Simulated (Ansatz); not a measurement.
Input:

End structure of a constructed model of the (111) surface of fcc Cu, a pseudomorphic layer of Ti in the other hollow (bottom of the slab: a bare face, its two planes held):

```
CELL_PARAMETERS angstrom
      2.56680     0.00000     0.00000
     -1.28340     2.22291     0.00000
      0.00000     0.00000    29.50000
ATOMIC_POSITIONS crystal
  Cu 0.33333 0.66667 0.27740
  Cu 0.66667 0.33333 0.34845
  Cu 0.00000 0.00000 0.41925
  Cu 0.33333 0.66667 0.49028
  Cu 0.66667 0.33333 0.56146
  Cu 0.00000 0.00000 0.63332
  Ti 0.66667 0.33333 0.71186
```

Slab: 7 atoms, 13.1 Å thick at the start with caps and adatoms (thin: gaps and levels are the slab's own); k 17x17x1, smearing 0.1 eV, dipole-corrected; 2 atoms held, the rest relaxed; start symmetry kept, larger cells not searched; no spin, no spin-orbit, no U. In PBE it is, or lies within 0.01 eV a 1x1 cell of, the lowest of the 2 structures of its composition computed so far; subsurface sites and larger cells were not tried.

### Question
Give the work function of the top face at the level PBE in Ansatz (a first-principles code).

### Answer
4.86 eV
